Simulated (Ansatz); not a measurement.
AlSnSiN (model structure, started from the AlSiCN type, R3m, No. 160, 4 atoms in the cell)

The numbers are results of r²SCAN (Ansatz, a program for electronic structure, PAW), not measurements.

Numerical settings: plane-wave cutoff 560 eV, 18×18×18 k mesh, Fermi–Dirac smearing 0.05 eV, scalar-relativistic PAW data made under PBE.

Cell (relaxed at this level):

```cif
data_Al3N3Si3Sn3
_chemical_formula_sum 'Al3 N3 Sn3 Si3'
_space_group_name_H-M_alt 'R3m :H'
_space_group_IT_number 160
_space_group_name_Hall 'R 3 -2"'
_cell_length_a 3.77227
_cell_length_b 3.77227
_cell_length_c 18.50455
_cell_angle_alpha 90.000
_cell_angle_beta 90.000
_cell_angle_gamma 120.000
loop_
_atom_site_label
_atom_site_type_symbol
_atom_site_symmetry_multiplicity
_atom_site_Wyckoff_symbol
_atom_site_fract_x
_atom_site_fract_y
_atom_site_fract_z
_atom_site_occupancy
Al1 Al 3 a 0.00000 0.00000 0.01555 1
N1 N 3 a 0.00000 0.00000 0.11837 1
Sn1 Sn 3 a 0.00000 0.00000 0.48860 1
Si1 Si 3 a 0.00000 0.00000 0.62752 1
```
(The calculation used a cell of 4 atoms; values per cell refer to that cell.)

```yaml
band_gap: zero (no gap)
bulk modulus B0: 82.2 GPa
```

Note: the bulk modulus is −V dP/dV from two relaxed cells at ±2 % in volume; the relaxation could raise the start's symmetry but not lower it, so the cell can be a saddle point.

Spin–orbit coupling is not included; it can open a gap where bands touch, and shift volumes and moduli.

Static lattice: no zero-point or thermal effects.

It cost very roughly 14 core-minutes of CPU time.

A model structure was made by putting elements into a prototype or built by hand; it is no filed structure, need not be a known phase, and can be a saddle point held by its symmetry.
